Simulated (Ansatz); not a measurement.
ZnSnO3 (R3c, No. 161, 10 atoms in the cell; start mp-13334), treated with PBE0 in Ansatz (PAW).

Numerical settings: plane-wave cutoff 460 eV, 6×6×6 k mesh, Fermi–Dirac smearing 0.01 eV, scalar-relativistic PAW data made under PBE.

Cell (relaxed with PBEsol):

SnZnO$_{3}$ has the trigonal space group R3c, hexagonal axes (No. 161), Pearson symbol hR10. Cell: a = b = 5.2778 Å, c = 14.0103 Å, α = β = 90.00°, γ = 120.00°. Zn on 6a is coordinated by 3 O at 1.995 Å and 3 O at 2.311 Å. Sn on 6a has 6 O at 2.049–2.110 Å (octahedral). O on 18b is surrounded by 1 Zn at 1.995 Å and 1 Zn at 2.311 Å and 2 Sn at 2.049–2.110 Å. (Neighbours: up to the widest gap in distance over summed covalent radii, below 1.35, at either atom; cation-cation and far metal-metal contacts left out.)
(The calculation used a cell of 10 atoms; values per cell refer to that cell.)

Task: What does this level give for the band gap?

Result: 
band gap: 3.76 eV (on the SCF k mesh)

Note: cell and atoms aren't relaxed at this level (pressure -1.6 GPa).

Spin–orbit coupling is not included.

Computed values are for the static lattice.

The result took roughly 10 core-minutes.

A start named mp-… is a Materials Project structure, which need not be a measured phase.

Ansatz is an electronic-structure program.
